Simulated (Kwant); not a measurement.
Device: stadium cavity between two wires in a InSb two-dimensional gas. Effective mass 0.014 mₑ, grid spacing 8.3 nm, hard walls, nominal width 100 nm (13 grid rows, so walls 116.2 nm apart), one parabolic valley, scattering region 900 nm long along x; energies count from the band bottom; Fermi energy 0.00817 eV. Cavity of radius 180 nm, straight part 200 nm, centre moved sideways by 80 nm. Perpendicular field swept from 0 to 0.21 T, none in the leads; orbital effect alone.

Constants are typed, rounded textbook-type inputs, not results; the design itself was drawn at random and stands for no fabricated device.

Model: effective-mass tight-binding model on a square grid, one spin, coherent transport at 0 K (Kwant). Conductance is in e²/h.

Density of the scattering states that come in from the left lead, at field = 0.15809 T, in bins, relative to the largest site value (x marks bins outside the device):

```
|xxxxxxxxxxxxxx                xxxxxxxxxxxxxx|
|xxxxxxxxxxxx    .....           xxxxxxxxxxxx|
|xxxxxxxxxxx                      xxxxxxxxxxx|
|xxxxxxxxxx                        xxxxxxxxxx|
|xxxxxxxxxx       ..               xxxxxxxxxx|
|xxxxxxxxx     .. .:.               xxxxxxxxx|
|xxxxxxxx      ..  .  .              xxxxxxxx|
|xxxxxxxx       .     .        .  .. xxxxxxxx|
|xxxxxxxx .. .  ..   .      .  ..  . xxxxxxxx|
|xxxxxxxx :. .. .:  .       .. ..  . xxxxxxxx|
|xxxxxxxx :: :: ..  .  .    ..  .  . xxxxxxxx|
|xxxxxxxx :. .:        .  .  .. .  . xxxxxxxx|
|....     ..  .       .. .:. .. .            |
|#%#=:::.             .   ..        ..       |
|%@%=:--:.                          ...      |
|.::. ....                 .                 |
|------. .. ..        .. ..:.  .  ..   ...   |
|%##*+=:... ..        ..  ...  .  ..   ....  |
|--:::..              .     .                |
|xxxxxxxxxxx            .:....    xxxxxxxxxxx|
|xxxxxxxxxxxx          ..:::.    xxxxxxxxxxxx|
|xxxxxxxxxxxxxx           .    xxxxxxxxxxxxxx|
```
Scale: ten equal steps from 0.000 (start of ' ') to 0.864 (end of '@'), in the order ' .:-=+*#%@'; x runs from -438 to 438, y from -91.5 (bottom) to 249 (top).

The conductance there is 0.99 e²/h with 2 open channel(s) in the leads.
